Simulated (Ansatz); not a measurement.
Levels about the gap of amorphous tantalum oxide (Ta₁₆O₃₉) (55 atoms in a cell of 772 Å³, 7.57 g/cm³; zone centre alone, so wide bands show as single levels with stretches between that a denser mesh fills), at the geometry that PBE relaxed, where it gives 3.5 GPa on a denser mesh. The participation number counts the atoms over which a state spreads; weights are charges in smoothed Voronoi cells. The levels come from a single point, so bond lengths are those of that geometry. Method of the levels: PBE, scalar-relativistic without spin-orbit coupling (Ansatz, a program for electronic structure). Sampling: the zone centre alone; Fermi-Dirac width 0.02 eV; no spin polarisation. The usual formal charges leave 2 electrons over, so the level spacing at the Fermi energy parts defect or band states and needn't be the band gap.

Preparation: random packing, a CHGNet melt and quench, and a DFT relaxation. O atoms were pushed apart under 1.9 Å during the dynamics, to hinder bonds among them. The hot cell started wider than the set density and was brought back towards it in steps. It is the lowest in DFT energy of 2 quenches. It is a model cell: composition and starting density were chosen by hand, and all elements were melted together. No dispersion term was used. A short ab initio anneal came between quench and relaxation. Its density started from a set value of 7.57 and ended at 7.57 g/cm³. Cooling (nominally 95 K/ps over its main leg) ran many orders faster than in experiment, which tends to leave more defects and strain. One small periodic cell is one sample of the glass; other quenches scatter about these values. The volume was held where the preparation left it and the shape relaxed, at a PBE pressure of 3.5 GPa. Stress components on the final sampling reach 3.6 GPa. On a 2×2×2 Γ-centred mesh force components of up to 0.30 eV/Å stay, since the relaxation ran on the zone centre alone.

```csv
"E - E(highest filled), eV",filling,participation number,largest on,weight O,weight Ta
-3.18,filled,18.1,"O, 3 neighbours",0.95,0.05
-3.11,filled,20.2,"O, 2 neighbours",0.96,0.04
-3.08,filled,16.8,"O, 2 neighbours",0.95,0.05
-3.03,filled,15.3,"O, 2 neighbours",0.97,0.03
-2.91,filled,12.1,"O, 3 neighbours",0.96,0.04
-2.84,filled,10.5,"O, 2 neighbours",0.97,0.03
0.00,filled,10.2,"Ta, 5 neighbours",0.35,0.65
0.49,empty,14.4,"Ta, 5 neighbours",0.32,0.68
0.58,empty,15.9,"Ta, 5 neighbours",0.33,0.67
0.73,empty,16.0,"Ta, 6 neighbours",0.35,0.65
0.76,empty,22.0,"Ta, 5 neighbours",0.34,0.66
0.85,empty,21.4,"Ta, 6 neighbours",0.35,0.65
0.96,empty,21.5,"Ta, 6 neighbours",0.35,0.65
1.05,empty,23.3,"Ta, 5 neighbours",0.35,0.65
```

Most localised among these is the filled level at +0.00 eV, on a Ta atom, which has 5 neighbours (O 1.85 Å, O 1.91 Å, O 2.04 Å, O 2.05 Å, O 2.06 Å).
